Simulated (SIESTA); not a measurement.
# Short convergence ladders for a (100) slab of HfC (cut from a parent of space group no. 225; 8 atoms in the cell)

```xyz
8
Lattice="3.2974 0.0000 0.0000 -3.2974 3.2974 0.0000 0.0000 0.0000 20.9948" Properties=species:S:1:pos:R:3 pbc="T T T"
C      0.0000     0.0000     7.0000
C     -1.6487     1.6487     9.3316
C      0.0000     0.0000    11.6632
C     -1.6487     1.6487    13.9948
Hf     0.0000     0.0000     9.3316
Hf    -1.6487     1.6487     7.0000
Hf     0.0000     0.0000    13.9948
Hf    -1.6487     1.6487    11.6632
```

Base method: LDA PW92, numerical atomic orbitals DZP, PseudoDojo LDA standard norm-conserving potentials (rewritten from UPF to PSML) (SIESTA 5.4.2).

Base settings: XC.functional = LDA; XC.authors = PW92; potentials = PseudoDojo LDA standard; PAO.BasisSize = DZP; PAO.EnergyShift = 0.01 Ry; MeshCutoff = 300 Ry; kgrid.MonkhorstPack = 6 6 1; OccupationFunction = FD; ElectronicTemperature = 100 meV; MaxSCFIterations = 150.

**The vacuum**

The mesh stays at the base's, so the ladder's end is converged at best in this setting alone.

Only quantities that move along the ladder and can be compared are tabulated; forces are left out, as grid noise moves with the cell.

```tsv
vacuum between outermost atoms (Å)	free energy less the last step's (meV/atom)
3.0	-231.06
5.0	-15.17
7.0	-0.06
10.0	0.00
14.0	0.00
30.0	0.00
```

Smallest vacuum between outermost atoms (Å) that holds the free energy within 2 meV/atom of the last step, with all finer ones: 7.0; the step before is off by 15 meV/atom.

**The k-point mesh**

Only quantities that move along the ladder and can be compared are tabulated.

```csv
kgrid.MonkhorstPack,free energy less the last step's (meV/atom),largest difference of a force vector from the last step's (eV/Å)
3 3 1,25.78,0.329
5 5 1,-1.94,0.021
6 6 1,0.40,0.032
9 9 1,0.22,0.022
12 12 1,-0.04,0.004
36 36 1,0.00,0.000
```

Coarsest kgrid.MonkhorstPack that holds the free energy within 0.5 meV/atom of the last step, with all finer ones: 6 6 1; the step before is off by 1.9 meV/atom.

Coarsest kgrid.MonkhorstPack that holds the forces within 0.01 eV/Å of the last step, with all finer ones: 12 12 1; the step before is off by 0.022 eV/Å.

On the base run: the starting cell has typed, rounded lattice constants, without a prior relaxation at this level. The slab is cut from that crystal, and its faces are unrelaxed. Its lattice was rescaled by up to half a per cent. Spin polarisation is off, though cut faces can carry moments; the slab shows no gap. Values carry the incompleteness of an atom-centred basis. In the base run, forces exceed 1 eV/Å.
